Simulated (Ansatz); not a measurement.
Start from NiSi2 (space group Fm-3m, No. 225; a = 5.3870 Å; non-magnetic). Axes: x, y, z lie along the cube axes.

The values are results of r2SCAN in Ansatz (plane waves to 500 eV, PAW, no spin-orbit coupling), not measurements.

Before the change:

The pressure comes out as 0.0 GPa. The shortest interatomic distance is 2.333 Å.

One thing is altered: the cell is stretched by 0.75 % along y with no lateral relaxation, atoms relaxed at fixed cell.

Q: Predict the new pressure, shortest interatomic distance and energy relative to the base.

A: The pressure (mean of the normal stresses, compression positive) goes from zero to -1.2 GPa; the shortest interatomic distance rises by 0.006 Å to 2.339 Å; the energy increases by 0.5 meV/atom.

Without a gap, meshes like the base's 15×15×15 leave anisotropic stresses uncertain by several tenths of a GPa, and small strain energies with them. The cells carry an imposed strain or load. Stability against distortions was not tested. Starting moments died away, wholly or in part, for the base; another magnetic solution may exist. The final runs are not spin-polarised.

Ansatz is an electronic-structure program.
